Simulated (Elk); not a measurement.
Band structure of YbAs (Fm-3m, 2 atoms in the cell).

```yaml
crystal:
  lattice:
    - [0.00000, 2.98510, 2.98510]
    - [2.98510, 0.00000, 2.98510]
    - [2.98510, 2.98510, 0.00000]
  atoms:
    - { symbol: Yb, position: [0.50000, 0.50000, 0.50000] }
    - { symbol: As, position: [0.00000, 0.00000, 0.00000] }
```

Computed with Elk 10.2.4 with LDA (PW92), all-electron FP-LAPW, Elk's shipped species files, APW+lo basis with extra local orbitals.

Settings: rgkmax = 8; stype = 0; swidth = 0.00734986 Ha; ngridk = 10 10 10; gmaxvr = 18 1/bohr; lmaxapw = 10; lmaxo = 8; nxlo = 2; lorbcnd = true; lradstp = 2; nrmtscf = 2; lmaxi = 4; maxscl = 100.

The starting cell comes from a database of computed structures (which also holds hypothetical and non-ambient phases and stackings), without a prior relaxation at this level. Spin-orbit coupling is off. Spin polarisation is off, so a magnetic state, if there is one, cannot be reached. The f electrons are in the valence without U or exact exchange, which can misplace them near the Fermi level. Spin-orbit terms, which matter for f shells, are left out. Values depend on the basis (sphere radii, cutoffs, local orbitals), which need not be converged.

Levels in eV from the Fermi level, bands 17 to 24:
| point | 17 | 18 | 19 | 20 | 21 | 22 | 23 | 24 |
|---|---|---|---|---|---|---|---|---|
| Γ | -0.37 | 1.31 | 1.31 | 1.31 | 2.93 | 2.93 | 2.93 | 3.06 |
| X | -0.41 | -0.34 | 0.26 | 0.26 | 1.04 | 3.46 | 4.91 | 6.29 |
| W | -0.40 | -0.40 | -0.34 | -0.29 | 4.11 | 4.11 | 4.28 | 6.21 |
| K | -0.41 | -0.38 | -0.34 | -0.11 | 2.54 | 5.02 | 5.70 | 5.90 |
| L | -0.41 | -0.41 | -0.36 | -0.35 | 4.38 | 5.27 | 5.42 | 5.42 |
| U | -0.41 | -0.38 | -0.34 | -0.11 | 2.54 | 5.02 | 5.70 | 5.90 |

Bands cross the Fermi level along this path, so the cell is metallic at this level.
